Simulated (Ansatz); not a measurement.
# Effective masses and thermopower of MgS under load (space group Fm-3m)

Data:

```
MgS
1.0
    0.00000     2.55340     2.55340
    2.55340     0.00000     2.55340
    2.55340     2.55340     0.00000
Mg S
1 1
Direct
  0.00000   0.00000   0.00000
  0.50000   0.50000   0.50000
```

All values below come from r2SCAN with spin-orbit coupling, rigid bands (plane waves, PAW; Ansatz, a program for electronic structure). Condition of this run: hydrostatic pressure 5 GPa (the target of the relaxation). Geometry: cell and atoms relaxed with r2SCAN, then loaded as said.

- band gap = 3.55 eV
- electron conductivity mass (300 K, dilute) = 0.37 mₑ
- hole conductivity mass (300 K, dilute) = 1.15 mₑ
- effective density of states N_c (300 K) = 1.8e19 cm⁻³
- effective density of states N_v (300 K) = 7.9e19 cm⁻³
- density-of-states mass, electrons = 0.80 mₑ
- density-of-states mass, holes = 2.2 mₑ
- Seebeck coefficient, n-type 1e19 cm⁻³, 300 K = -265 μV/K
- best n-type power factor at 300 K for τ = 10 fs (best axis; densities from 1e16 to 1e21 cm⁻³ tried, whether or not they can be reached) = 7.4 μW/(cm·K²) at 1e20 cm⁻³
- Seebeck coefficient, p-type 1e19 cm⁻³, 300 K = 420 μV/K

Rigid bands; masses and Seebeck coefficients take one relaxation time τ for all states and one kind of carrier; polarons and phonon drag are left out.
